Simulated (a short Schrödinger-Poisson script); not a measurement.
## Gated Al0.3Ga0.7As/GaAs δ-doped gas

Stack: gated Al0.3Ga0.7As/GaAs δ-doped gas, at 20 K.

```csv
layer,material,thickness (nm),Na (cm⁻³)
1,Al0.3Ga0.7As,20,-
2,Al0.3Ga0.7As,20,-
3,GaAs,6000,2e14
```

The device is made up for the run: typed textbook-type constants, with dimensions and the other settings drawn at random. Al0.3Ga0.7As: permittivity 12.05, conduction-band edge (eV) 0.237, gap (eV) 1.798, electron mass (mₑ) 0.0919, Nv at 300 K (cm⁻³) 9e18. GaAs: permittivity 12.9, conduction-band edge (eV) 0, gap (eV) 1.424, Nv at 300 K (cm⁻³) 9e18.

Channel valleys (confinement mass, in-plane density-of-states mass, number): Γ 0.067, 0.067, 1. At the gate the conduction-band edge of layer 1 lies 0.99 eV − eVg above the Fermi level of the channel; the field vanishes at the back. Sheet of ionised δ-doping: +1.5e12 e/cm² at 20 nm from the gate. The barrier under the gate holds no holes. Gaps are held at their typed values at every temperature. Mesh 0.08 nm at interfaces.

From a short Schrödinger-Poisson script (our own, NumPy): 1D Poisson equation in equilibrium, electrons quantum, Hartree plus LDA exchange-correlation (BenDaniel-Duke, 40 states a valley, the channel's in-plane mass for all, wave functions free to enter the barrier), parabolic valleys, classical holes, full ionisation, no traps, pinning or gate leakage.

```
Vg (V)  electrons (cm⁻²)  in the channel layer  C (μF/cm²)  Γ E0 (meV)  Γ E1 (meV)
------  ----------------  --------------------  ----------  ----------  ----------
0.5              2.06e11               2.04e11       0.230        -7.3        12.3
0.45             1.35e11               1.34e11       0.227        -4.7        13.4
0.4              6.43e10               6.40e10       0.222        -1.8        14.5
0.35              1.04e9                1.04e9      0.0915         6.6        20.4
```

Gate voltages with under 1e6 electrons/cm² are left out.

Subbands count from the Fermi level.
